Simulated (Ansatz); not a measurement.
Take ZnCu$_{2}$GeS$_{4}$ (space group I-4, No. 82; a = 5.267 Å, c = 10.485 Å) as the base.

Structures relaxed with Kohn–Sham DFT with the PBEsol functional, run in Ansatz (an electronic-structure program) with PAW and 420 eV plane waves, no SOC.

Base:

Simulated powder pattern, Cu Kα1, λ = 1.54056 Å (kinematic, ideal powder, no thermal factors, no anomalous dispersion; the 10 strongest lines at most, above 2 %, up to 2θ = 90°):

```csv
2θ (°),I/Imax (%),hkl
29.39,100,(112)
34.02,8.0,(200)
34.18,3.9,(004)
48.87,20,(220)
48.99,40,(204)
58.06,27,(132)
58.27,13,(116)
71.61,5.9,(400)
79.24,5.1,(332)
79.42,10,(316)
```

It is then changed as follows: every Ge is replaced by Sn; the structure is relaxed again.

Question: Where do the lines fall after the change?

Answer: 
Simulated powder pattern, Cu Kα1, λ = 1.54056 Å (kinematic, ideal powder, no thermal factors, no anomalous dispersion; the 10 strongest lines at most, above 2 %, up to 2θ = 90°):

```
2θ (°)  d (Å)  I/Imax (%)    hkl
------  -----  ----------  -----
28.74   3.103         100  (112)
33.30   2.688         5.2  (004)
33.32   2.687          11  (200)
47.83   1.900          58  (204)
56.74   1.621          14  (116)
56.77   1.620          27  (132)
69.97   1.343         5.6  (400)
77.31   1.233          10  (316)
89.17   1.097         6.0  (228)
89.20   1.097          12  (244)
```

The indices refer to each structure's own conventional cell; one index is shown for lines that coincide.

Stability against distortions was not tested. The final runs are not spin-polarised.
